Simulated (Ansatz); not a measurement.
## HgS (model structure, started from the WC type, P-6m2, No. 187, 2 atoms in the cell): properties by level of theory

```tsv
level (code)	lattice parameter a (Å)	c axis length (Å)
PBE (Ansatz)	3.828	3.508
PBEsol (Ansatz)	3.730	3.457
PBE-D3(BJ) (Ansatz)	3.749	3.493
```

Ansatz's density-functional and Hartree–Fock values are scalar-relativistic unless marked +SOC, with PAW data made under PBE.

Static lattice: no zero-point or thermal effects.

A model structure was made by putting elements into a prototype or built by hand; it is no filed structure, need not be a known phase, and can be a saddle point held by its symmetry.

Ansatz is a quantum-chemistry and plane-wave program.
